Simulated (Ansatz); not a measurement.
Base system: HgSe in the zinc blende structure (space group F-43m, No. 216; a = 6.1328 Å).

All numbers come from PBEsol (Ansatz, a first-principles code, PAW, scalar-relativistic without spin-orbit coupling).

For the base:

| Item | Value |
|---|---|
| Density | 8.05 g/cm³ |
| Shortest interatomic distance | 2.656 Å |
| Band gap | zero |

One thing is altered: hydrostatic tension (pressure −1 GPa).

What does the calculation give for the density, shortest interatomic distance and band gap after the change?

The density shrinks by 0.17 g/cm³ (8.05 g/cm³ → 7.88 g/cm³); the shortest interatomic distance increases by 0.0185 Å, from 2.656 Å to 2.674 Å; the band gap is still zero.

A case with no gap was solved on a k-mesh chosen for an insulator, which is coarse for it. Spin-orbit coupling, missing from the scalar runs, can matter with Hg. Load acts through the strain it causes; cell and atoms are relaxed under it. Whether these cells are dynamically stable was not tested. The final runs are not spin-polarised. The zero or small gap of HgSe can change with the level of theory.
